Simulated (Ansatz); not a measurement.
**W: response to strain**

Base system: W in the bcc (W type) structure (space group Im-3m, No. 229; a = 3.154 Å; relaxed with 0.1 eV smearing).

Strains are applied to the cell and any free atomic positions relax.

Level of theory: DFT with PBEsol, PAW potentials and a 420 eV plane-wave cutoff in Ansatz (a program for electronic structure), spin-orbit coupling left out.

Notes on the quantities. energy relative to the base: free energy F.

| case | volume per atom | energy relative to the base | pressure |
|---|---|---|---|
| base | 15.69 Å³ | 0 meV/atom | 0.0 GPa |
| isotropic strain −3.00 % | 14.32 Å³ | +141 meV/atom | 35.6 GPa |
| isotropic strain −2.00 % | 14.77 Å³ | +61 meV/atom | 22.2 GPa |
| isotropic strain −1.50 % | 15.00 Å³ | +34 meV/atom | 16.1 GPa |
| isotropic strain −1.00 % | 15.22 Å³ | +15 meV/atom | 10.4 GPa |
| isotropic strain −0.50 % | 15.46 Å³ | +3.6 meV/atom | 5.0 GPa |
| isotropic strain +1.50 % | 16.41 Å³ | +31 meV/atom | -13.1 GPa |
| isotropic strain +2.00 % | 16.65 Å³ | [?] | [?] |
| isotropic strain +2.50 % | 16.90 Å³ | +82 meV/atom | -20.5 GPa |
| isotropic strain +3.00 % | 17.15 Å³ | +117 meV/atom | -23.8 GPa |

**Question.** Some entries are withheld; estimate them.

**Answer.** 
- isotropic strain +2.00 %, energy relative to the base: +53 meV/atom
- isotropic strain +2.00 %, pressure: -16.9 GPa

Stability against distortions was not tested. All final runs are without spin polarisation.
